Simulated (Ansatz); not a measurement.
The reference is LiCl in the rock salt structure (space group Fm-3m, No. 225).

```xyz
2
Lattice="0.0000 2.5321 2.5321 2.5321 0.0000 2.5321 2.5321 2.5321 0.0000" Properties=species:S:1:pos:R:3 pbc="T T T"
Li     0.0000     0.0000     0.0000
Cl     2.5321     2.5321     2.5321
```

Cartesian axes are those of the cell as printed.

All numbers come from Ansatz (a quantum-chemistry and plane-wave program), PBEsol, PAW, cutoff 420 eV, spin-orbit coupling left out.

Strains are applied to the cell and any free atomic positions relax.

One change was made to it. Results:

The pressure (mean of the normal stresses, compression positive) goes from zero to 0.37 GPa; the band gap goes up by 0.05 eV (6.35 eV → 6.40 eV); the energy grows by 0.3 meV/atom; the gap character remains direct at Γ.

**Question.** Name the change that was made.
A) uniaxial strain ε_zz = −1.00 %
B) uniaxial strain ε_zz = +3.00 %
C) uniaxial strain ε_zz = −2.00 %
D) uniaxial strain ε_zz = −3.00 %

**Answer.** A, uniaxial strain ε_zz = −1.00 %. For comparison, the band gap in the other runs: uniaxial strain ε_zz = −3.00 % gives 6.50 eV; uniaxial strain ε_zz = −2.00 % gives 6.45 eV; uniaxial strain ε_zz = +3.00 % gives 6.13 eV.

Whether these cells are dynamically stable was not tested. k-point labels follow each cell's own Brillouin zone.
